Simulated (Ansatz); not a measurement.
Start from ZnSiP$_{2}$ in the chalcopyrite structure (space group I-42d, No. 122).

```xyz
8
Lattice="-2.6888 2.6888 5.2330 2.6888 -2.6888 5.2330 2.6888 2.6888 -5.2330" Properties=species:S:1:pos:R:3 pbc="T T T"
Zn     0.0000     2.6888     2.6165
Zn     0.0000     0.0000     0.0000
Si     2.6888     0.0000     2.6165
Si     0.0000     0.0000     5.2330
P      1.3444     1.4348    -1.3083
P      1.3444     1.2540     3.9248
P      3.9428     1.3444     1.3083
P     -1.2540     1.3444     6.5413
```

Computed with r2SCAN (Ansatz, a program for electronic structure), spin-orbit coupling left out.

Base values:

The gap character comes out as direct at Γ and the width of the top valence band is 1.27 eV. The volume per atom is 18.92 Å³.

It is then changed as follows: cell and atoms relaxed at a pressure of 9 GPa.

What does the calculation give for the gap character, mean gap deformation potential ΔEg/Δln V, width of the top valence band and volume per atom after the change?

The gap character stays direct at Γ; the mean gap deformation potential ΔEg/Δln V is +2.4 eV; the width of the top valence band rises by 0.18 eV to 1.45 eV; the volume per atom decreases by 1.47 Å³ (18.92 Å³ → 17.45 Å³).

Load acts through the strain it causes; cell and atoms are relaxed under it. No phonon test of stability was made. No other phases were tried under pressure.
